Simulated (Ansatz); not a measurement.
## How the band gap of Hf2N2O (Cc, No. 9, 10 atoms in the cell; start mp-1178187) moves with the method

No measured value is used here.

```json
[
 {"level (code)": "LDA (Ansatz)", "value (eV)": "2.33", "cell (Å³/atom)": "12.12"},
 {"level (code)": "PBEsol+SOC (Ansatz)", "value (eV)": "2.34 (direct)", "cell (Å³/atom)": "12.41"},
 {"level (code)": "r²SCAN (Ansatz)", "value (eV)": "?", "cell (Å³/atom)": "12.41"},
 {"level (code)": "dielectric-dependent PBEsol hybrid (Ansatz)", "value (eV)": "3.35", "cell (Å³/atom)": "12.41"},
 {"level (code)": "PBE0 (Ansatz)", "value (eV)": "4.35", "cell (Å³/atom)": "12.41"}
]
```

Question: Fill in the missing entries.

Answer: 
- r²SCAN (Ansatz, a program for electronic structure), value (eV): 2.85

Computed values are for a static lattice. Levels without +SOC have no spin–orbit coupling; where heavier elements are present it shifts gaps, mostly down, and can invert bands.  PBEsol+SOC: the gap is read on the k mesh or supercell of the run alone and can be too large. Values are at the PBEsol cell; LDA at the level's own equilibrium cell. Cutoffs and k meshes differ between the levels. Ansatz's density-functional and Hartree–Fock values are scalar-relativistic unless marked +SOC, with PAW data made under PBE.

A start named mp-… is a Materials Project structure, which need not be a measured phase.
